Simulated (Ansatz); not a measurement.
What strain tensor (xx, yy, zz, yz, xz, xy) = (+0.59, −1.61, −0.82, −1.28, −0.06, +1.00) % does to Hf3N4

Take Hf3N4 (space group I-43d, No. 220; a = 6.651 Å) as the base. Axes: x, y, z lie along the cube axes.

Modification: strain tensor (xx, yy, zz, yz, xz, xy) = (+0.59, −1.61, −0.82, −1.28, −0.06, +1.00) %, atoms relaxed at fixed cell.

Level of theory: PBEsol (Ansatz, a program for electronic structure; PAW; 420 eV plane waves; no SOC). Γ-centred 6×6×6 mesh, Fermi–Dirac width 0.05 eV.

The volume per atom falls by 0.20 Å³ (10.51 Å³ → 10.31 Å³) and the space group becomes P1 (No. 1) (base: I-43d (No. 220)). The energy goes up by 12 meV/atom and the pressure (mean of the normal stresses, compression positive) increases by 5.59 GPa to 5.58 GPa. The band gap shrinks by 0.09 eV to 0.93 eV and the gap character stays direct at Γ. The valence-band top at Γ (three highest levels, from the VBM) changes from 0.00, 0.00, 0.00 eV to 0.00, -0.09, -0.25 eV and the largest internal atomic displacement amounts to 0.034 Å. The stress (xx, yy, zz, yz, xz, xy; compression positive) comes out as (1.34, 9.15, 6.26, 4.36, 0.17, -3.15) GPa.

Spin-orbit coupling, missing from the scalar runs, can matter with Hf. Whether these cells are dynamically stable was not tested. Labels are those of the standard path for the cell's own space group.
